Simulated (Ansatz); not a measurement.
Base system: Ru in the hcp (Mg type) structure (space group P6_3/mmc, No. 194; relaxed with 0.1 eV smearing).

```
Ru
1.0
    2.69139     0.00000     0.00000
   -1.34570     2.33081     0.00000
    0.00000     0.00000     4.24891
Ru
2
Direct
  0.66667   0.33333   0.75000
  0.33333   0.66667   0.25000
```

Cartesian axes are those of the cell as printed.

The values are results of Ansatz (a quantum-chemistry and plane-wave program) PBEsol, spin-orbit coupling left out, not measurements.

Before the change:

The pressure is 0.0 GPa. The shortest interatomic distance comes out as 2.632 Å.

Perturbation: the cell is compressed by 1.50 % along x with no lateral relaxation, atoms relaxed at fixed cell.

**Question.** How does this affect the pressure?

**Answer.** The pressure (mean of the normal stresses, compression positive) goes from zero to 5.4 GPa.

**Question.** What happens to the energy relative to the base?

**Answer.** The energy rises by 6.1 meV/atom.

**Question.** What happens to the shortest interatomic distance?

**Answer.** The shortest interatomic distance falls by 0.0085 Å to 2.624 Å.

The cells carry an imposed strain or load. No phonon test of stability was made. The final runs are not spin-polarised.
